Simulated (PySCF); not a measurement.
PySCF 2.14.0, B3LYP/def2-svp: C[C@H]1CC[SiH2][Si@H]1F, 18 atoms. The geometry is a generated start, not checked to be a minimum at this level.

```
Property                                      Result
-------------------------------  -------------------
task                             energy and gradient
method                                         b3lyp
basis                                       def2-svp
mol.max_memory                               7000 MB
mf.init_guess                        minao (default)
mf.DIIS                              CDIIS (default)
mf.diis_space                            8 (default)
mf.conv_tol                          1e-09 (default)
mf.grids.level                           3 (default)
basis functions (reference run)                  161
grid points (reference run)                   216984
```

```xyz
18

C      2.2356     0.3141    -0.4187
C      0.7830     0.5130     0.0135
C     -0.1933     0.2167    -1.1562
C     -1.6575     0.3376    -0.6885
Si    -1.9569    -0.7084     0.8768
Si     0.2732    -0.5745     1.5451
F      1.0284    -1.9825     1.4243
H      2.9269     0.5484     0.3985
H      2.4794     0.9705    -1.2609
H      2.4263    -0.7188    -0.7312
H      0.6502     1.5570     0.3257
H     -0.0148     0.9192    -1.9793
H     -0.0138    -0.7917    -1.5548
H     -2.3391     0.0198    -1.4842
H     -1.8828     1.3849    -0.4555
H     -2.9142    -0.0296     1.7933
H     -2.3782    -2.0899     0.5171
H      0.5477     0.1141     2.8349
```
Charge 0, spin multiplicity 1.

The reference run uses exact four-centre integrals. One run each, on a shared machine, so no times are given.

Settings tried, all else as in the reference:
- density fitting of J alone, exact K
- density fitting, auxbasis = def2-universal-jfit
- density fitting
- density fitting, auxbasis = autoaux

Q: Which settings reproduce the reference to 1.0 meV/atom in energy, 10 meV/Å in forces (largest component)?

A: Within it: density fitting; density fitting, auxbasis = autoaux; density fitting of J alone, exact K. Outside: density fitting, auxbasis = def2-universal-jfit.

```json
[
 {"setting": "density fitting", "energy against the reference": "−0.20 meV/atom", "difference in forces (largest component)": "1.2 meV/Å"},
 {"setting": "density fitting, auxbasis = autoaux", "energy against the reference": "−0.17 meV/atom", "difference in forces (largest component)": "2.1 meV/Å"},
 {"setting": "density fitting of J alone, exact K", "energy against the reference": "−0.30 meV/atom", "difference in forces (largest component)": "1.3 meV/Å"},
 {"setting": "density fitting, auxbasis = def2-universal-jfit", "energy against the reference": "+1000 meV/atom", "difference in forces (largest component)": "1100 meV/Å"}
]
```

Total energies are compared; such shifts often cancel in part in energy differences. def2-universal-jfit is made for Coulomb alone and misses functions that exchange needs. Also tried and not ranked: density fitting, auxbasis = def2-universal-jkfit (same energy as a listed run); COSX exchange (sgx_fit, pjs) with fitted J, mf.with_df.grids_level_i = 1, mf.with_df.grids_level_f = 1 (gradient came out as NaN); COSX exchange (sgx_fit, pjs) with fitted J, mf.with_df.grids_level_i = 1, mf.with_df.grids_level_f = 2 (default) (gradient came out as NaN); COSX exchange (sgx_fit, pjs) with fitted J, mf.with_df.grids_level_i = 1, mf.with_df.grids_level_f = 3 (gradient came out as NaN); COSX exchange (sgx_fit, pjs) with fitted J, mf.with_df.grids_level_i = 1, mf.with_df.grids_level_f = 4 (gradient came out as NaN). The tolerance is a choice made for this comparison.
